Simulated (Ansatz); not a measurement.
Base system: MoTe₂ (space group Fm-3m, No. 225; a = 6.561 Å; a hypothetical phase, not in the database extracts checked).

The change: cell and atoms relaxed at a pressure of 1.8 GPa.

Levels (all Ansatz, a first-principles code, PAW): PBEsol (420 eV, spin-orbit coupling left out); r2SCAN (500 eV, scalar-relativistic without spin-orbit coupling).

The geometry is relaxed with PBEsol.

| Property | Result |
|---|---|
| PBEsol pressure | 1.8 GPa |

Q: How does going to r2SCAN change the pressure?

A: The pressure goes up by 3.65 GPa to 5.5 GPa.

Single points use the geometry relaxed with PBEsol. Their cutoffs differ, which shifts pressures a little. Load acts through the strain it causes; cell and atoms are relaxed under it. Whether these cells are dynamically stable was not tested. All final runs are without spin polarisation. MoTe2 has a high density of states at the Fermi level and may be magnetic at this level.
